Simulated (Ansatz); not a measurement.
Consider Zn in the hcp (Mg type) structure (space group P6_3/mmc, No. 194).

```yaml
crystal:
  lattice:
    - [2.64671, 0.00000, 0.00000]
    - [-1.32336, 2.29212, 0.00000]
    - [0.00000, 0.00000, 4.67807]
  atoms:
    - { symbol: Zn, position: [0.33333, 0.66667, 0.75000] }
    - { symbol: Zn, position: [0.66667, 0.33333, 0.25000] }
```

Computed with r2SCAN (Ansatz, a quantum-chemistry and plane-wave program, PAW, scalar-relativistic without spin-orbit coupling), earlier PAW set.

One change was made to it. Results:

| quantity | base | after |
|---|---|---|
| density | 7.65 g/cm³ | 1.89 g/cm³ |
| band gap | zero | zero |

Q: Which change produced these results?
A. Zn → In
B. Zn → Mn
C. Zn → Be

A: C, Zn → Be. For comparison, the density in the other runs: Zn → In gives 7.21 g/cm³; Zn → Mn gives 8.74 g/cm³.

Whether these cells are dynamically stable was not tested. For In and Mn in this form, whether it has been made was not checked. Starting moments died away, wholly or in part, for Zn → Mn; another magnetic solution may exist. All final runs are without spin polarisation. This is not the structure that In has at room temperature and ambient pressure. This is not the structure that Mn has at room temperature and ambient pressure.
